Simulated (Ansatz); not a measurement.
CaZrN2 (model structure, started from the beta NaFeO2 type, Pna2₁, No. 33, 16 atoms in the cell) was calculated with PBEsol (PAW; Ansatz, a quantum-chemistry and plane-wave program).

Numerical settings: plane-wave cutoff 520 eV, 6×4×8 k mesh (along the axes of the cell as run), Fermi–Dirac smearing 0.01 eV, scalar-relativistic PAW data made under PBE.

Cell (relaxed with PBEsol):

```cif
data_Ca4N8Zr4
_chemical_formula_sum 'Ca4 Zr4 N8'
_space_group_name_H-M_alt 'P 1'
_space_group_IT_number 1
_cell_length_a 6.49259
_cell_length_b 8.06549
_cell_length_c 4.66059
_cell_angle_alpha 90.000
_cell_angle_beta 90.000
_cell_angle_gamma 90.000
loop_
_space_group_symop_operation_xyz
  'x, y, z'
loop_
_atom_site_label
_atom_site_type_symbol
_atom_site_fract_x
_atom_site_fract_y
_atom_site_fract_z
_atom_site_occupancy
Ca1 Ca 0.07444 0.61914 0.94289 1
Ca2 Ca 0.92556 0.38086 0.44289 1
Ca3 Ca 0.57444 0.88086 0.94289 1
Ca4 Ca 0.42556 0.11914 0.44289 1
Zr1 Zr 0.06953 0.12691 0.95021 1
Zr2 Zr 0.93047 0.87309 0.45021 1
Zr3 Zr 0.56953 0.37309 0.95021 1
Zr4 Zr 0.43047 0.62691 0.45021 1
N1 N 0.06461 0.10772 0.42810 1
N2 N 0.93539 0.89228 0.92810 1
N3 N 0.56461 0.39228 0.42810 1
N4 N 0.43539 0.60772 0.92810 1
N5 N 0.10624 0.65377 0.43880 1
N6 N 0.89376 0.34623 0.93880 1
N7 N 0.60624 0.84623 0.43880 1
N8 N 0.39376 0.15377 0.93880 1
```

Problem. Predict the band gap.

Solution. 
- band gap = 1.12 eV

Note: the relaxation could raise the start's symmetry but not lower it, so the cell can be a saddle point.

Spin–orbit coupling is not included.

Computed values are for the static lattice.

Cost on a shared machine: around 4 core-minutes (rough).

A model structure was made by putting elements into a prototype or built by hand; it is no filed structure, need not be a known phase, and can be a saddle point held by its symmetry.
